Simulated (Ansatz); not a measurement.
The parent structure is Ta in the bcc (W type) structure (space group Im-3m, No. 229; a = 3.254 Å; relaxed with 0.1 eV smearing). Axes: x, y, z lie along the cube axes.

Method: DFT with LDA, PAW potentials and a 420 eV plane-wave cutoff in Ansatz (a first-principles code), spin-orbit coupling left out.

Before the change:

Shortest interatomic distance: 2.818 Å
Pressure: 0.0 GPa

The change: tensor shear ε_xy = +1.71 % (engineering shear γ = 0.0342), atoms relaxed at fixed cell.

Question: What happens to the energy relative to the base, shortest interatomic distance and pressure?

Answer: The energy grows by 4.4 meV/atom; the shortest interatomic distance decreases by 0.032 Å, from 2.818 Å to 2.786 Å; the pressure (mean of the normal stresses, compression positive) stays essentially unchanged (0.0 GPa against 0.1 GPa).

The cells carry an imposed strain or load. Stability against distortions was not tested. All final runs are without spin polarisation.
